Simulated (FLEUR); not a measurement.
A self-consistent single point of Y3Sn (Fm-3m, 4 atoms in the cell) with FLEUR

Method of the run: PBEsol, all-electron FLAPW (FLEUR), scalar-relativistic valence.

This input was run:

Input of the input generator:

```
Y3Sn FLAPW
&input film=f /
0.0000000000 7.2680000589 7.2680000589
7.2680000589 -0.0000000000 7.2680000589
7.2680000589 7.2680000589 -0.0000000000
1.0
1.0 1.0 1.0

4
39 0.0000000000 0.0000000000 0.0000000000
39 0.2500000000 0.2500000000 0.2500000000
39 0.7500000000 0.7500000000 0.7500000000
50 0.5000000000 0.5000000000 0.5000000000

&comp jspins=1 /
&exco xctyp='PBEs' /
&kpt div1=4 div2=4 div3=4 /
&end /
```

```xml
<?xml version="1.0" encoding="UTF-8" standalone="no"?>
<fleurInput fleurInputVersion="0.39">
   <comment>
      Y3Sn FLAPW                                                                                          
   </comment>
   <calculationSetup>
      <cutoffs Kmax="3.8" Gmax="11.4" GmaxXC="11.4" numbands="0"/>
      <scfLoop itmax="100" minDistance="0.00001" maxIterBroyd="40" imix="Anderson" alpha="0.05" precondParam="0.0" spinf="2.0"/>
      <coreElectrons ctail="T" frcor="F" kcrel="0" coretail_lmax="0"/>
      <xcFunctional name="PBEs" relativisticCorrections="F"/>
      <magnetism jspins="1"/>
      <soc l_soc="F" theta="0.0" phi="0.0" spav="F"/>
      <expertModes spex="0" secvar="F"/>
      <geometryOptimization l_f="T" forcealpha="1.0" forcemix="BFGS" epsdisp="0.00001" epsforce="0.00001"/>
      <ldaU l_linMix="F" mixParam="0.05" spinf="1.0"/>
   </calculationSetup>
   <cell>
      <bzIntegration valenceElectrons="47.0" mode="hist" fermiSmearingEnergy="0.00367493">
         <kPointListSelection listName="default-1"/>
         <!-- k-points included here -->
         <xi:include xmlns:xi="http://www.w3.org/2001/XInclude" href="kpts.xml"> </xi:include>
      </bzIntegration>
      <!-- symmetry operations included here -->
      <xi:include xmlns:xi="http://www.w3.org/2001/XInclude" href="sym.xml"> </xi:include>
      <bulkLattice scale="1.0">
         <bravaisMatrix>
            <row-1>    0.0000000000000000     7.2680000589000002     7.2680000589000002</row-1>
            <row-2>    7.2680000589000002     0.0000000000000000     7.2680000589000002</row-2>
            <row-3>    7.2680000589000002     7.2680000589000002     0.0000000000000000</row-3>
         </bravaisMatrix>
      </bulkLattice>
   </cell>
   <atomSpecies>
      <species name="Yttrium (Y)" element="Y" atomicNumber="39">
         <mtSphere radius="2.68" gridPoints="925" logIncrement="0.014"/>
         <atomicCutoffs lmax="10" lnonsphr="8"/>
         <electronConfig flipSpins="F">
            <coreConfig>(1s1/2) (2s1/2) (2p1/2) (2p3/2) (3s1/2) (3p1/2) (3p3/2) (3d3/2) (3d5/2)</coreConfig>
            <valenceConfig>(4s1/2) (4p1/2) (4p3/2) (5s1/2) (4d3/2) (4d5/2)</valenceConfig>
            <stateOccupation state="(4d3/2)" spinUp="0.2" spinDown="0.2"/>
            <stateOccupation state="(4d5/2)" spinUp="0.3" spinDown="0.3"/>
         </electronConfig>
         <energyParameters s="5" p="5" d="4" f="4"/>
         <lo type="SCLO" l="0" n="4" eDeriv="0"/>
         <lo type="SCLO" l="1" n="4" eDeriv="0"/>
      </species>
      <species name="Tin (Sn)" element="Sn" atomicNumber="50">
         <mtSphere radius="2.68" gridPoints="925" logIncrement="0.014"/>
         <atomicCutoffs lmax="10" lnonsphr="8"/>
         <electronConfig flipSpins="F">
            <coreConfig>(1s1/2) (2s1/2) (2p1/2) (2p3/2) (3s1/2) (3p1/2) (3p3/2) (4s1/2) (3d3/2) (3d5/2) (4p1/2) (4p3/2)</coreConfig>
            <valenceConfig>(5s1/2) (4d3/2) (4d5/2) (5p1/2) (5p3/2)</valenceConfig>
            <stateOccupation state="(5p1/2)" spinUp="0.3333333333333" spinDown="0.3333333333333"/>
            <stateOccupation state="(5p3/2)" spinUp="0.6666666666667" spinDown="0.6666666666667"/>
         </electronConfig>
         <energyParameters s="5" p="5" d="5" f="4"/>
         <lo type="SCLO" l="2" n="4" eDeriv="0"/>
      </species>
   </atomSpecies>
   <atomGroups>
      <atomGroup species="Yttrium (Y)">
         <relPos label="                   1">.0000000000 .0000000000 .0000000000</relPos>
         <force calculate="T" relaxXYZ="TTT"/>
      </atomGroup>
      <atomGroup species="Yttrium (Y)">
         <relPos label="                   2">1.000/4.000 1.000/4.000 1.000/4.000</relPos>
         <relPos label="                   3">-1.000/4.000 -1.000/4.000 -1.000/4.000</relPos>
         <force calculate="T" relaxXYZ="TTT"/>
      </atomGroup>
      <atomGroup species="Tin (Sn)">
         <relPos label="                   4">1.000/2.000 1.000/2.000 1.000/2.000</relPos>
         <force calculate="T" relaxXYZ="TTT"/>
      </atomGroup>
   </atomGroups>
   <output dos="F" band="F" slice="F">
      <checks vchk="F" cdinf="F"/>
      <bandDOS minEnergy="-.5*Htr" maxEnergy="0.5*Htr" sigma="0.015" storeEVData="T"/>
      <vacuumDOS vacdos="F" integ="F" star="F" nstars="0" locx1="0.0" locy1="0.0" locx2="0.0" locy2="0.0" nstm="0" tworkf="0.0"/>
      <unfoldingBand unfoldBand="F" supercellX="1" supercellY="1" supercellZ="1"/>
      <plotting iplot="0" polar="F">
         <plot TwoD="T" vec1="  1.0  0.0  0.0" vec2="  0.0  1.0  0.0" vec3="  0.0  0.0  1.0" zero="  0.0  0.0  0.0" file="plot"/>
      </plotting>
      <chargeDensitySlicing numkpt="0" minEigenval="0.0" maxEigenval="0.0" nnne="0" pallst="F"/>
      <specialOutput eonly="F"/>
      <magneticCircularDichroism mcd="F" energyLo="-10.0" energyUp="0.0"/>
   </output>
  <!-- We include the file relax.xml here to enable relaxations (see documentation) -->
  <xi:include xmlns:xi="http://www.w3.org/2001/XInclude" href="relax.xml"> <xi:fallback/> </xi:include>
</fleurInput>
```

Output (repeated stretches shortened):

```
      Welcome to FLEUR        (www.flapw.de)
      MaX-Release 8.1          (www.max-centre.eu)

 ========== k-point set info ==========
 Selected k-point list: default-1
 k-point list type: mesh
 4 x 4 x 4
 Number of k points: 10

 ------------Calculation Setup---------------------------
           1           2           5          10
 Number of basis functions:          758
 Iteration:     1   Distance:       2.78907996 me/bohr^3
 Iteration:     2   Distance:       2.58892676 me/bohr^3
 Iteration:     3   Distance:       1.15931774 me/bohr^3
 Iteration:     4   Distance:       0.67926531 me/bohr^3
 Iteration:     5   Distance:       0.72727993 me/bohr^3
 Iteration:     6   Distance:       0.10768563 me/bohr^3
   [... 4 lines left out ...]
 Iteration:    11   Distance:       0.00072558 me/bohr^3
 Iteration:    12   Distance:       0.00024245 me/bohr^3
 Iteration:    13   Distance:       0.00026469 me/bohr^3
 Iteration:    14   Distance:       0.00003103 me/bohr^3
 Iteration:    15   Distance:       0.00000852 me/bohr^3

 Run finished successfully
 Stop message:
   Structural relaxation: Done

[file out, last iteration]
             iter=     16
          p o t e n t i a l   g e n e r a t o r
[...]
          integral of pseudo charge density inside the slab=        0.000000   0.000000
     coulomb potential in the interstitial region:
          density-coulomb potential integrals
          total density-coulomb potenti   -26055.9323068622
          density-effective potential integrals for spin  1
          total density-effective poten   -2.6694136290E+04
          charge density-energy density integrals
          total charge density-energy d   -4.8581161887E+02
 Updated energy parameters for spin:           1
  Atom    1 5s branch from -1.22 to  2.09 htr. ; e_l =  0.2210
  Atom    1 5p branch from -0.43 to  2.69 htr. ; e_l =  0.3313
  Atom    1 4d branch from -5.05 to  0.81 htr. ; e_l =  0.3301
  Atom    1 4f branch from -9.99 to  2.04 htr. ; e_l =  0.5714
  Atom    1 4s branch from-13.03 to -1.22 htr. ; e_l(l -1.2639
  Atom    1 4p branch from-10.02 to -0.43 htr. ; e_l(l -0.5333
  Atom    2 5s branch from -1.22 to  2.10 htr. ; e_l =  0.2321
  Atom    2 5p branch from -0.42 to  2.70 htr. ; e_l =  0.3424
  Atom    2 4d branch from -5.05 to  0.82 htr. ; e_l =  0.3398
  Atom    2 4f branch from -9.99 to  2.05 htr. ; e_l =  0.5828
  Atom    2 4s branch from-13.03 to -1.22 htr. ; e_l(l -1.2593
  Atom    2 4p branch from-10.01 to -0.42 htr. ; e_l(l -0.5280
  Atom    3 5s branch from -4.43 to  0.69 htr. ; e_l =  0.0407
  Atom    3 5p branch from -2.80 to  1.29 htr. ; e_l =  0.2600
  Atom    3 5d branch from -0.44 to  2.38 htr. ; e_l =  0.4668
  Atom    3 4f branch from -9.99 to  1.83 htr. ; e_l =  0.6138
  Atom    3 4d branch from-16.90 to -0.44 htr. ; e_l(l -0.4645
[...]
 fermi energy and band-weighting factors:
at   0.37500   0.37500   0.37500   k-weight:    0.031250
   36 eigenvalues :
   -1.264282   -1.259040   -1.258717   -0.538742   -0.538742   -0.537474   -0.526916   -0.526916
   -0.525940   -0.521633   -0.519263   -0.519263   -0.466921   -0.466487   -0.466487   -0.466003
   -0.466003    0.032963    0.170812    0.223994    0.223994    0.289966    0.300549    0.300549
    0.314930    0.314930    0.338009    0.372590    0.372590    0.392101    0.424829    0.424829
    0.449736    0.449736    0.468607    0.520838
   [... 2 blocks of this kind left out ...]

[...]
FERMIE:
          first approx. to ef    (T=0)  :   0.303173 htr   (energy of the highest occ. eigenvalue)
          number of occ. states  (T=0)  :        236
          first approx. to seigv (T=0)  : -18.937301 htr
          sum of weights of occ. states :  23.593750
          sum of semicore charge        :   0.000000 e
FERHIS:  Fermi-Energy by histogram:
          bandgap                     :   0.000863 htr
          charge neutrality (T=0)     :   0.187500    (zero if the highest occ. eigenvalue is "entirely" occupied)
     EF_NEWTON:  Adjust Fermi-Energy by Newton-Method.
               Number of iterations needed  :   3
               The error in the weight is   : -0.30753E-11
               The error in ef is           :  0.35337E-13 htr
     -->  new fermi energy            :   0.303442 htr
          valence charge              :  47.000000 e
          actual charge blw ef-8kt    :  43.625000 e
          actual charge blw ef+8kt    :  47.000000 e
          number of occ. states       :       260
          sum of the valence weights  :   23.500000
          entropy         :   2.028639 *kb htr/K =   0.00001 htr/K
          sum of val. single particle energies:       -18.9910943940 htr
 Direct bandgap for spin            1 :    5.9469359185043702E-003  Htr
 at k-point            4  with k-vector   0.37500000000000000       0.37500000000000000       0.62500000000000000
          valence density: spin= 1
[...]
     l-like charge
     atom     s        p        d        f        total
 -->  1    2.22962  5.89814  0.90028  0.00857    9.03786
 -->  2    2.16237  5.93671  0.87006  0.00953    8.97963
 -->  3    1.13898  1.22608  9.97062  0.00889   12.34556
          total charge for spin  1=   47.000000
          interst. charge =       7.657314
          mt charge=              9.037857    8.979634   12.345561
          total charge  =   47.000000
          z= 39.     r(1)=  0.645805E-05     dx= 0.014000     m.t.index= 925
               n    l     j    energy       weight
               1.   0.   0.5 -618.6880      2.0000
               2.   0.   0.5  -84.3414      2.0000
               2.   1.   0.5  -76.9615      2.0000
   [... 6 lines left out ...]
          atom type    1  (spin 1)
          kinetic energy=  0.343310749665E+04     sum of the eigenvalues= -0.199328436737E+04
          0.00000539  electrons lost from core.
   [... 2 blocks of this kind left out ...]

          total charge for spin  1=  167.000000
          interst. charge =       7.658357
          mt charge=             37.037852   36.979629   48.344533
          total charge  =  167.000000
          zc=   167.000000     qfix=    1.000000
     t o t a l  e n e r g y
          sum of eigenvalues =             -9719.4017150843
          density-coulomb potential int   -26055.9323068622
          density-effective potential i   -26694.1362899168
          charge density-ex.-corr.energ     -485.8116188737
          el.-nucl. inter. diff. m.t.       4074.4867744971
          Madelung term for atom type:       -18.4424013920
          el.-nucl. inter. diff. m.t.       8147.8889487121
          Madelung term for atom type:       -38.0862562811
          el.-nucl. inter. diff. m.t.       7486.8851061047
          Madelung term for atom type:       -22.8433652543
 ---->    total energy=                   -16327.6760497136 htr
 ---->    (input%tkb*entropy) TS=              0.0074551053 htr
 ---->    free energy=                    -16327.6835048189 htr
      extrapolation for T->0
 ---->    total electron energy=          -16327.6797772662 htr
 ***** TOTAL FORCES ON ATOMS *****
 TOTAL FORCE FOR ATOM TYPE=  1  X=  0.000   Y=  0.000   Z=  0.000
                       FX_TOT= 0.000000 FY_TOT= 0.000000 FZ_TOT= 0.000000
 TOTAL FORCE FOR ATOM TYPE=  2  X=  3.634   Y=  3.634   Z=  3.634
                       FX_TOT= 0.000000 FY_TOT= 0.000000 FZ_TOT= 0.000000
 TOTAL FORCE FOR ATOM TYPE=  3  X=  7.268   Y=  7.268   Z=  7.268
                       FX_TOT= 0.000000 FY_TOT= 0.000000 FZ_TOT= 0.000000
 Structural relaxation: Done
```

The run converged in 15 iterations. FLEUR gives forces in its relaxation mode, with a further iteration, so its stop message speaks of a relaxation.

The starting cell comes from a database of computed structures (which also holds hypothetical and non-ambient phases and stackings), without a prior relaxation at this level. Values depend on the basis (sphere radii, cutoffs, local orbitals), which need not be converged. The log's line on a gap gives a spacing of levels on this mesh, which the program prints for metals too.

Cost on one core of a shared machine: roughly 80 s.
